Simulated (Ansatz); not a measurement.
Phonon-limited resistivity of ReB₂ (P6_3/mmc) against temperature in μΩ·cm, Ansatz (a first-principles code) with PBEsol, DFPT electron-phonon coupling, linearised Boltzmann equation, harmonic crystal at a fixed cell. x, y and z are the axes of this cell:
```
ReB2
1.0
    2.89206     0.00000     0.00000
   -1.44603     2.50460     0.00000
    0.00000     0.00000     7.44814
Re B
2 4
Direct
  0.66667   0.33333   0.75000
  0.33333   0.66667   0.25000
  0.66667   0.33333   0.45169
  0.33333   0.66667   0.54831
  0.33333   0.66667   0.95169
  0.66667   0.33333   0.04831
```

```csv
T,"ρ (x, y)",ρ (z)
50 K,0.133,0.0289
77 K,0.786,0.161
100 K,1.71,___
150 K,___,0.846
200 K,6.72,1.44
250 K,9.41,2.12
273 K,10.7,2.45
300 K,12.2,2.86
350 K,14.9,3.62
400 K,17.7,4.39
500 K,23.2,5.92
600 K,28.5,7.41
800 K,39.1,10.3
```

**Question.** Complete the blanks.

**Answer.** 
- 100 K, ρ (z): 0.346
- 150 K, ρ (x, y): 4.13

A metal at this level (no band gap). Only scattering by harmonic phonons is included (no impurities, grain boundaries, electron-electron scattering or thermal expansion). Spin-orbit coupling is left out, which matters with elements this heavy. Halving the electron mesh (32x32x12) moves the resistivity by up to 1 %. Smearing 0.20 eV; phonons on a 6x6x2 q mesh, which this run doesn't test and which matters most at low temperature.

Formula and space group known from diffraction (Crystallography Open Database), not checked to be the room-temperature form: ReB2 (P6_3/mmc).
